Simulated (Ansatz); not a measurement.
A user runs Ansatz (an electronic-structure program) on YbSi2 (P1, 3 atoms in the cell) and asks whether the run is sound. The aim is a self-consistent single point with DFT, PBEsol, plane waves, default PAW files made with PBE.

Cell that was meant: a = 3.7710 Å, b = 3.7710 Å, c = 4.0980 Å, α = 90.00°, β = 90.00°, γ = 120.00°.

Part of the input:

Ansatz 0.2 input:
```yaml
    - { symbol: Yb, position: [-0.00612800, 0.00074300, 0.00260800], spin: 1.0 }
    - { symbol: Si, position: [0.33447900, 0.66642400, 0.49026600] }
    - { symbol: Si, position: [0.67164900, 0.33283300, 0.50712600] }
basis:
  ecutwfc: 40
kpoints:
  mp_grid: { grid: [9, 9, 7], shift: [0.5, 0.5, 0.5] }
hamiltonian:
```

Output, abridged:

```
   [... lines left out ...]
PAW frozen core: Si, regenerated for the run's functional, and the local potential with it
Initial density: superposition of atomic densities (chi_scale 0.1, normalization cell)
Starting moments: Σ|m| = 1 μB on 1 of 3 sites
Initial wavefunctions: pseudopotential atomic-orbital guess
Eigensolver: davidson
Functional: x = pbesol(κ = 0.804, μ = 0.12345679012345678), c = pbesol(β = 0.046)
SCF iter   1: F=—  HF=-11855.570119 eV  |F-HF|=—  |Δ(HF+E_count)|=         —  Δρ=1.12e0 (↑1.12e0 ↓1.06e0)  dr2=2.56e3  dr2_m=4.32e-1  M=0.123 μB ∫|m|=0.123 μB  β_m=0.30  ethr=3.10e-3  ⟨swp⟩=1.0  Hψ=16452  notcnv=0
Mixer restart at iter 1: flushing history
all-band conjugate gradients solve this SCF's bands
preconditioner: auto → none
   [... lines left out ...]
SCF iter  11: F=—  HF=-11950.787150 eV  |F-HF|=—  |Δ(HF+E_count)|=   1.51e-6  S|Δr|=    0.00e0  Δρ=6.51e-6 (↑6.51e-6 ↓6.36e-6)  dr2=1.67e-7  dr2_m=7.03e-11  M=0.000 μB ∫|m|=0.000 μB  β_m=1.00  ethr=4.64e-9  ⟨swp⟩=2.0  Hψ=15186  notcnv=0  defer=150
SCF iter  12: F=-11950.787150 eV  HF=-11950.787150 eV  |F-HF|=1.97e-8  |Δ(HF+E_count)|=   1.09e-7  S|Δr|=    0.00e0  Δρ=2.34e-6 (↑2.34e-6 ↓2.34e-6)  dr2=2.25e-8  dr2_m=1.17e-12  M=0.000 μB ∫|m|=0.000 μB  ethr=3.13e-10  ⟨swp⟩=4.3  Hψ=34445  notcnv=0
SCF 1 converged in 12 iterations: F = -11950.787150 eV  dr2 = 2.25e-8
WARN: the starting moments were not kept: the SCF closed with an absolute magnetisation of 7.9e-7 μB, where they sum to 1 μB in size (1 site) …
   [... lines left out ...]
Absolute magnetization: 0.0000 μB (∫|ρ↑−ρ↓|, with the PAW one-centre terms)
Free energy (F): -11950.787150 eV
Fermi energy:    31.903241 eV
   [... lines left out ...]
--- Stress (GPa, compression-positive) ---
    -3214.448612       5.376611      -0.561415
        5.376611   -3209.600476       0.161029
       -0.561415       0.161029   -3118.835093
  P = ⅓ Tr σ = -3180.9614 GPa (-31809.614 kbar)
  The stress holds no Pulay correction (an occupied level lies too near the plane-wave cutoff): it is that at fixed plane waves, as pw.x and ABINIT print it
```

**Question.** Can these results be used? Check the input.

**Answer.** The run is not sound. The fault is this: a cutoff meant in Ry typed as a bare number, read as eV. A bare number is read in the key's own unit, and eV, Ry (13.6 eV) and Ha (27.2 eV) lie far apart, so the setting ends up far from the one that was meant. To fix it, convert the value to the unit that the key expects. The run converged in 12 iterations without an error; against the sound input the free energy rises by 990 eV/atom, the pressure goes from 11.38 to -3181 GPa and the largest force goes from 0.386 to 0.976 eV/Å.

An input that runs soundly differs in these lines (not the only fix; some lines may just follow from the change or write a value another way):
```diff
-basis:
-  ecutwfc: 40
```

With that input, the run converged in 14 iterations: free energy E − TS (on the zero of these files) -14920.8255 eV; Fermi level (on the code's own zero) 13.93 eV; pressure 11.38 GPa; largest force (vector length) 0.386 eV/Å; size of the cell's spin moment 0.00 μB (DFT, PBEsol, plane waves, default PAW files made with PBE).

On the sound input: the starting cell comes from a database of published, mostly measured structures (it also holds non-ambient and calculated ones), without a prior relaxation at this level. Its atoms were displaced at random from the sites of space group no. 191. The starting moments vanished: the run ended non-magnetic, which need not be the lowest state. The program warned that a starting moment was not kept. With a pressure of about 11 GPa the cell is away from its equilibrium volume at this level. Ansatz's pressure includes its estimate of the finite-basis (Pulay) stress.
